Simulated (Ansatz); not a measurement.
The reference is Ga2O3 (space group Cmcm, No. 63; a cell from a computed database, its experimental status unchecked).

```xyz
10
Lattice="1.3944 -4.6375 0.0000 1.3944 4.6375 0.0000 0.0000 0.0000 7.1494" Properties=species:S:1:pos:R:3 pbc="T T T"
Ga     1.3944     2.3338     1.7874
Ga     1.3944    -2.3338     5.3621
Ga     0.0000     0.0000     3.5747
Ga     0.0000     0.0000     0.0000
O      1.3944     1.2815     6.6188
O      1.3944    -1.2815     0.5306
O      1.3944    -1.2815     3.0441
O      1.3944     1.2815     4.1053
O      1.3944     3.6608     5.3621
O      1.3944    -3.6608     1.7874
```

Cartesian axes are those of the cell as printed.

Computed with PBEsol (Ansatz, a quantum-chemistry and plane-wave program), without spin-orbit coupling.

Now apply this change: uniaxial strain ε_zz = +2.53 %, all other strain components held at zero; the atoms relax in the strained cell.

Q: Predict the stress tensor and what it implies for the stiffness.

A: Stress of the strained cell less that of the base (GPa, compression positive):
```
  -2.80    0.00    0.00
   0.00   -2.60    0.00
   0.00    0.00   -5.04
```

Then −Δσ_ii/ε with ε = 0.0253 gives secant stiffness values (nonlinear terms included at this strain): C33 ≈ 199 GPa, C13 ≈ 111 GPa and C23 ≈ 103 GPa.

Stability against distortions was not tested.
